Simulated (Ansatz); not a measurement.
Base system: SnTe in the rock salt structure (space group Fm-3m, No. 225; a = 6.289 Å). Axes: x, y, z lie along the cube axes.

Method: PBEsol (Ansatz, an electronic-structure program; PAW; 420 eV plane waves; spin-orbit coupling left out).

Base values:

The shortest interatomic distance is 5.942 bohr.

Now apply this change: a pure shear with ε_xy = ε_yx = 0.0086, atoms relaxed at fixed cell.

Task: Predict the new energy relative to the base, stress and shortest interatomic distance.

Result: The energy rises by 0.5 meV/atom; the stress (xx, yy, zz, yz, xz, xy; compression positive) is (-0.01, -0.01, -0.01, 0.00, 0.00, -0.29) GPa; the shortest interatomic distance is still 5.942 bohr.

The cells carry an imposed strain or load. Stability against distortions was not tested.
